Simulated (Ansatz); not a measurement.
## Effective masses and thermopower of GaS under load (space group R-3m)

Input:

```xyz
4
Lattice="1.7754 1.0250 7.3613 -1.7754 1.0250 7.3613 0.0000 -2.0500 7.3613" Properties=species:S:1:pos:R:3 pbc="T T T"
Ga     0.0000     0.0000    20.8807
Ga     0.0000     0.0000     1.2033
S      0.0000     0.0000     5.0794
S      0.0000     0.0000    17.0045
```

Computed with PBEsol+D3BJ with spin-orbit coupling, rigid bands (plane waves, PAW; Ansatz, a first-principles code). Condition of this run: uniaxial stress zz = 1 GPa (compression positive) (the target of the relaxation). Cell: cell and atoms relaxed with PBEsol+d3bj, then loaded as said.

band gap: 1.18 eV
electron conductivity mass (300 K, dilute): 0.51 (x), 0.51 (y), 0.34 (z) mₑ
hole conductivity mass (300 K, dilute): 1.59 (x), 1.59 (y), 0.149 (z) mₑ
effective density of states N_c (300 K): 3.9e19 cm⁻³
effective density of states N_v (300 K): 1.6e19 cm⁻³
density-of-states mass, electrons: 1.35 mₑ
density-of-states mass, holes: 0.73 mₑ
Seebeck coefficient, n-type 1e19 cm⁻³, 300 K: -333 μV/K
best n-type power factor at 300 K for τ = 10 fs (best axis; densities from 1e16 to 1e21 cm⁻³ tried, whether or not they can be reached): 18.1 μW/(cm·K²) at 3e20 cm⁻³
Seebeck coefficient, p-type 1e19 cm⁻³, 300 K: 257 μV/K
best p-type power factor at 300 K for τ = 10 fs (best axis; densities from 1e16 to 1e21 cm⁻³ tried, whether or not they can be reached): 13.8 μW/(cm·K²) at 3e19 cm⁻³

Rigid bands; masses and Seebeck coefficients take one relaxation time τ for all states and one kind of carrier; polarons and phonon drag are left out. Geometry: cell and atoms relaxed with PBEsol+D3(BJ).

Computed structure with no diffraction record at hand here (it may be known, metastable or hypothetical): GaS under load (space group R-3m). PBEsol with a dispersion correction tends to overbind, so the cell can be several per cent short, in bad cases over ten, which usually narrows a gap: GaS under load (space group R-3m).
